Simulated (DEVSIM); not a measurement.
System: TaN/SiO2/p-GaAs capacitor, at 300 K.

```csv
layer (left to right),material,thickness (nm),Na (cm⁻³)
1,SiO2,4.30,-
2,GaAs,3100,4.4e15
```

Metal gate on the left, work function 4.4 eV. Fixed charge at the semiconductor interface -1.6e10 cm⁻² (in units of +e); no interface traps.

Constants are typed, rounded textbook-type inputs, not results; the design itself was drawn at random and stands for no fabricated device. Values at 300 K.

```tsv
parameter	SiO2	GaAs
gap (eV)	9	1.424
affinity (eV)	0.9	4.07
permittivity	3.9	12.9
Nc (cm⁻³)	-	4.7e17
Nv (cm⁻³)	-	9e18
```

Model (solved in DEVSIM): 1D Poisson equation in equilibrium, Boltzmann statistics, complete ionisation; no quantum confinement or tunnelling. Metal contacts follow the ideal Schottky-Mott rule: no Fermi-level pinning, no interface dipoles.

Question: Tabulate band edges, carrier densities and field at -0.2 V on the gate.

Answer: Energies count from the Fermi level of the right contact; mesh points crowd at the junctions.

| x (μm) | Ec (eV) | Ev (eV) | n (cm⁻³) | p (cm⁻³) | field (V/cm) |
|---|---|---|---|---|---|
| 0.000 | 3.700 | -5.300 | < 1e2 | < 1e2 | 100000 |
| 0.001036 | 3.710 | -5.290 | < 1e2 | < 1e2 | 100000 |
| 0.002430 | 3.724 | -5.276 | < 1e2 | < 1e2 | 100000 |
| 0.003702 | 3.737 | -5.263 | < 1e2 | < 1e2 | 100000 |
| 0.005069 | 0.575 | -0.849 | 1.0e8 | 49000 | 28000 |
| 0.007205 | 0.581 | -0.843 | 8.2e7 | 62000 | 28000 |
| 0.01171 | 0.593 | -0.831 | 5.1e7 | 99000 | 27000 |
| 0.02681 | 0.634 | -0.790 | 1.1e7 | 480000 | 26000 |
| 0.05301 | 0.701 | -0.723 | 780000 | 6400000 | 25000 |
| 0.1082 | 0.829 | -0.595 | 5600 | 9.0e8 | 21000 |
| 0.2245 | 1.036 | -0.388 | < 1e2 | 2.8e12 | 14000 |
| 0.5944 | 1.225 | -0.199 | < 1e2 | 4.1e15 | 310 |
| 1.249 | 1.227 | -0.197 | < 1e2 | 4.4e15 | ≈ 0 |
| 2.172 | 1.227 | -0.197 | < 1e2 | 4.4e15 | ≈ 0 |
| 2.756 | 1.227 | -0.197 | < 1e2 | 4.4e15 | ≈ 0 |
| 2.940 | 1.227 | -0.197 | < 1e2 | 4.4e15 | ≈ 0 |
| 3.027 | 1.227 | -0.197 | < 1e2 | 4.4e15 | ≈ 0 |
| 3.068 | 1.227 | -0.197 | < 1e2 | 4.4e15 | ≈ 0 |
| 3.092 | 1.227 | -0.197 | < 1e2 | 4.4e15 | ≈ 0 |
| 3.099 | 1.227 | -0.197 | < 1e2 | 4.4e15 | ≈ 0 |
| 3.102 | 1.227 | -0.197 | < 1e2 | 4.4e15 | ≈ 0 |
| 3.104 | 1.227 | -0.197 | < 1e2 | 4.4e15 | ≈ 0 |
